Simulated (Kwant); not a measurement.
System: wire with a row of barriers in a GaAs two-dimensional gas. Effective mass 0.067 mₑ, grid spacing 2 nm, hard walls, nominal width 40 nm (19 grid rows, so walls 40 nm apart), one parabolic valley, scattering region 200 nm long along x; energies count from the band bottom; Fermi energy swept from 0.0028062 to 0.033324 eV. 3 barrier(s) across the wire, height 0.65 eV, thickness 6 nm (about 3 grid columns), spaced by 24 nm.

Constants are typed, rounded textbook-type inputs, not results; the design itself was drawn at random and stands for no fabricated device.

Computed with Kwant: effective-mass tight-binding model on a square grid, one spin, coherent transport at 0 K. Conductance is in e²/h.

### Question
How many channels do the leads carry at E = 28.5 meV?

### Answer
The hard-wall thresholds are n² ħ²π²/(2mW²) = n² × 3.51 meV with W = 40 nm. √(28.5/3.51) = 2.85, so 2.
